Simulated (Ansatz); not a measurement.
**NaCl: energy against strain**

NaCl (rock salt, Fm-3m, 21.969 Å³/atom at rest) under an equal strain ε in the (111) plane with the normal axis free, as in a coherent film. PBEsol in Ansatz, a plane-wave DFT program (PAW, default set), 420 eV, 10×10×10 Γ-centred mesh, Fermi-Dirac smearing 0.05 eV; ions are relaxed within the symmetry of each cell.

Here s stands for strain and y for E less E0.

| strain (%) | E less E0 (meV/atom) |
|---|---|
| -1.25 | 1.00 |
| -0.83 | 0.44 |
| -0.42 | 0.11 |
| 0.00 | 0.00 |
| 0.42 | 0.10 |
| 0.83 | 0.40 |
| 1.25 | 0.91 |
| 2.50 | ? |

Fit y of the 7 rows that show it with a parabola. Least squares gives y = -0.002 - 0.0309·s + 0.6124·s². Residuals (row less fit): 0.006, -0.006, -0.009, 0.002, 0.007, 0.006, -0.006; standard error 0.008 (degrees of freedom: 4). Twice the quadratic coefficient over the volume, 2 × 0.6124 meV × 10⁴ × 0.1602 / 21.969 Å³, is twice the biaxial elastic modulus of this plane = 89 ± 0.8 GPa.

Problem. Estimate the missing y (s = 2.50); what did the run itself give?

Solution. y = -0.002 - 0.0309 × 2.50 + 0.6124 × 2.50² = 3.748 meV/atom. The calculation gives 3.58 meV/atom, 0.168 meV/atom below the prediction (4.7 % of the range of y in the table). The row lies outside the fitted rows, so this is an extrapolation. From the scatter of the fitted rows alone, a prediction at this place has a standard error of 0.032 meV/atom, so the miss is 5.2 times that.

One order more, fitted to all 13 runs of the series, follows each within 0.01, so the miss is the next term of a smooth law. Rows are the converged runs of the series near zero and its far end; series whose fitted rows scatter by over a few per cent of the range, as at a crossing or softening among them, aren't shown in this form. Most that stay on the fit to the last digits aren't either.
